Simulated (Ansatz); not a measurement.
Results of r²SCAN in Ansatz (plane waves, PAW) for Zn2InGaO5 (P6₃/mmc, No. 194, 18 atoms in the cell; start mp-1187872).

Run with plane-wave cutoff 560 eV, 12×12×2 k mesh (along the axes of the cell as run), Fermi–Dirac smearing 0.01 eV, scalar-relativistic PAW data made under PBE.

Cell (relaxed with PBEsol):

```
CELL_PARAMETERS angstrom
      3.30224     0.00000     0.00000
     -1.65112     2.85982     0.00000
      0.00000     0.00000    22.35942
ATOMIC_POSITIONS crystal
  Zn 0.33333 0.66667 0.63563
  Zn 0.66667 0.33333 0.36437
  Zn 0.66667 0.33333 0.13563
  Zn 0.33333 0.66667 0.86437
  In 0.00000 0.00000 0.50000
  In 0.00000 0.00000 0.00000
  Ga 0.00000 0.00000 0.75000
  Ga 0.00000 0.00000 0.25000
  O  0.33333 0.66667 0.54823
  O  0.66667 0.33333 0.45177
  O  0.66667 0.33333 0.04823
  O  0.33333 0.66667 0.95177
  O  0.00000 0.00000 0.66203
  O  0.00000 0.00000 0.33797
  O  0.00000 0.00000 0.16203
  O  0.00000 0.00000 0.83797
  O  0.33333 0.66667 0.75000
  O  0.66667 0.33333 0.25000
```

Problem. Predict the band gap.

Solution. 
- band gap = 1.81 eV

Note: cell and atoms aren't relaxed at this level (largest force component 0.09 eV/Å, pressure -0.2 GPa).

Spin–orbit coupling is not included.

A start named mp-… is a Materials Project structure, which need not be a measured phase.

Ansatz is a program for electronic structure.
